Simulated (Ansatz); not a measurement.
## MoS2: pressure series

Consider MoS₂ in the 3R-MoS2 type structure (space group R3m, No. 160; a = 3.175 Å, c = 18.586 Å (hexagonal axes); layered, stacked along the Cartesian z axis).

Cell and atoms are relaxed at each pressure.

Method: r2SCAN+rVV10 in Ansatz (plane waves to 500 eV, PAW, no spin-orbit coupling), earlier PAW set.

Two rows of this table had their results exchanged by mistake.

```json
[
 {"pressure": "pressure −1 GPa", "volume per atom (Å³)": "18.64", "shortest distance (Å)": "2.407", "band gap": "1.10 eV"},
 {"pressure": "pressure 3 GPa", "volume per atom (Å³)": "17.05", "shortest distance (Å)": "2.394", "band gap": "0.80 eV"},
 {"pressure": "pressure 7 GPa", "volume per atom (Å³)": "16.26", "shortest distance (Å)": "2.382", "band gap": "0.61 eV"},
 {"pressure": "pressure 15 GPa", "volume per atom (Å³)": "15.23", "shortest distance (Å)": "2.361", "band gap": "0.33 eV"},
 {"pressure": "pressure 30 GPa", "volume per atom (Å³)": "13.97", "shortest distance (Å)": "2.330", "band gap": "zero"},
 {"pressure": "pressure 50 GPa", "volume per atom (Å³)": "11.15", "shortest distance (Å)": "2.241", "band gap": "zero"},
 {"pressure": "pressure 75 GPa", "volume per atom (Å³)": "11.88", "shortest distance (Å)": "2.266", "band gap": "zero"},
 {"pressure": "pressure 100 GPa", "volume per atom (Å³)": "12.85", "shortest distance (Å)": "2.297", "band gap": "zero"}
]
```

### Question
Which two?

### Answer
The rows for pressure 50 GPa and pressure 100 GPa: the volume has to fall steadily with pressure, so 12.85 Å³ belongs to pressure 50 GPa and 11.15 Å³ to pressure 100 GPa.

The mesh was chosen for an insulator and is coarse for the gapless case. Load acts through the strain it causes; cell and atoms are relaxed under it. Stability against distortions was not tested. Competing high-pressure phases were not computed. The final runs are not spin-polarised. The zero or small gap of MoS2 under pressure 30 GPa and MoS2 under pressure 50 GPa can change with the level of theory.

Ansatz is a program for electronic structure.
